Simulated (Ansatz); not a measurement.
Base system: SiS2 (space group Ibam, No. 72; a = 5.8031 Å, b = 9.8918 Å, c = 5.5455 Å; made of chains). Axes: x, y, z lie along a, b, c of the conventional cell.

Computed with r2SCAN/PAW in Ansatz (a program for electronic structure), no SOC.

Strains are applied to the cell and any free atomic positions relax; under biaxial strain the out-of-plane vector relaxes too.

One change was made to it. Results:

```csv
quantity,base,after
band gap,3.31 eV,3.35 eV
width of the top valence band,0.83 eV,0.84 eV
```

Name the change that was made.
(A) biaxial strain +3.54 %, plane normal [001], relaxed out of plane
(B) biaxial strain +3.28 %, plane normal [001], relaxed out of plane
(C) biaxial strain +1.59 %, plane normal [001], relaxed out of plane

C, biaxial strain +1.59 %, plane normal [001], relaxed out of plane. For comparison, the band gap in the other runs: biaxial strain +3.54 %, plane normal [001], relaxed out of plane gives 3.40 eV; biaxial strain +3.28 %, plane normal [001], relaxed out of plane gives 3.39 eV.

A biaxial case was relaxed in a doubled cell and then solved in the primitive one. No phonon test of stability was made. No dispersion term is included, though the crystal is made of layers, chains or molecules, so its spacings can come out too wide.
